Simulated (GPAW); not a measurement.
Band structure of GdRh₅ (P6/mmm, 6 atoms in the cell).

```
CELL_PARAMETERS angstrom
      5.18764     0.00000     0.00000
     -2.59382     4.49263     0.00000
      0.00000     0.00000     4.32236
ATOMIC_POSITIONS crystal
  Gd 0.00000 0.00000 0.00000
  Rh 0.50000 0.00000 0.50000
  Rh 0.50000 0.50000 0.50000
  Rh 0.00000 0.50000 0.50000
  Rh 0.33333 0.66667 0.00000
  Rh 0.66667 0.33333 0.00000
```
Moments meant for the start (each program seeds them in its own way; μB, in the order of the atoms Gd Rh Rh Rh Rh Rh): 7.0 0.0 0.0 0.0 0.0 0.0.

Method: LDA (Perdew-Wang 92), GPAW PAW datasets LDA (gpaw-data 1.0.1) (plane waves; GPAW).

Settings: spinpol = true; mode = pw; ecut = 850 eV; xc = LDA; kpts = 2 2 2; mesh shift (steps) = 0.5 0.5 0.5; occupations.name = methfessel-paxton; occupations.width = 0.136 eV; occupations.order = 0; nbands = -12; convergence.density = 1e-05 e/electron; symmetry.symmorphic = false; symmetry.tolerance = 0.0005; maxiter = 100.

The starting cell comes from a database of published, mostly measured structures (it also holds non-ambient and calculated ones), without a prior relaxation at this level. Its lattice was rescaled by a random factor within 2.5 % of one. Spin-orbit coupling is off. The moments shrank to a small part of their start, a low-spin state that need not be the lowest. The f electrons are in the valence without U or exact exchange, which can misplace them near the Fermi level. Spin-orbit terms, which matter for f shells, are left out.

Levels in eV from the Fermi level, bands 44 to 51 of the first spin channel:
```json
[
 {"point": "Γ", "44": "-0.50", "45": "-0.07", "46": "-0.07", "47": "0.36", "48": "0.36", "49": "0.59", "50": "1.05", "51": "1.05"},
 {"point": "M", "44": "-0.77", "45": "-0.67", "46": "-0.56", "47": "-0.19", "48": "-0.08", "49": "-0.02", "50": "0.48", "51": "0.53"},
 {"point": "K", "44": "-0.62", "45": "-0.31", "46": "-0.31", "47": "-0.20", "48": "-0.04", "49": "-0.04", "50": "0.44", "51": "0.53"},
 {"point": "A", "44": "-0.15", "45": "0.03", "46": "0.03", "47": "0.43", "48": "0.59", "49": "0.59", "50": "0.67", "51": "0.93"},
 {"point": "L", "44": "-0.45", "45": "-0.27", "46": "-0.13", "47": "-0.11", "48": "-0.09", "49": "0.43", "50": "0.47", "51": "0.63"},
 {"point": "H", "44": "-0.55", "45": "-0.18", "46": "-0.17", "47": "-0.09", "48": "-0.09", "49": "0.47", "50": "0.47", "51": "0.48"}
]
```

The net moment of the cell came out as 0.43 μB.
